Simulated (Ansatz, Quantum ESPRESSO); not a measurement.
# One structure in several programs: ZrH (P4_2/mmc, 4 atoms in the cell)

Self-consistent single point.

```
CELL_PARAMETERS angstrom
      3.26696     0.00000     0.00000
      0.00000     3.26696     0.00000
      0.00000     0.00000     5.04998
ATOMIC_POSITIONS crystal
  Zr 0.00000 0.50000 0.50000
  Zr 0.50000 0.00000 0.00000
  H  0.50000 0.50000 0.25000
  H  0.50000 0.50000 0.75000
```

Shared settings, as Ansatz (a quantum-chemistry and plane-wave program) writes them: kpoints.mp_grid.grid = 7 7 5; magnetization.spin_orbit = true; scf.occupations.method = fermi_dirac; scf.occupations.width = 0.0037 Ry. Potentials and cutoffs stand in the table.

| code | model | pressure (GPa) | cutoff |
|---|---|---|---|
| Quantum ESPRESSO | PBEsol, spin-orbit coupling, PseudoDojo fully relativistic norm-conserving (PBESOL) pseudopotentials | -6.21 | 75 Ry |
| Ansatz | PBEsol with spin-orbit coupling, PAW files made with PBE | -6.34 | 30.9 Ry |

The spread over the programs that give each value: pressure within 0.13 GPa.

Ansatz's pressure is given at a fixed set of plane waves, as the other plane-wave codes print theirs; with its correction for the finite basis it is -6.28 GPa.

The starting cell comes from a database of computed structures (which also holds hypothetical and non-ambient phases and stackings), without a prior relaxation at this level. Its lattice was rescaled by a random factor within 2.5 % of one.

Left out of this page: FLEUR and SIESTA (not drawn, or without a comparable value).

Keys are those of Ansatz 0.2.
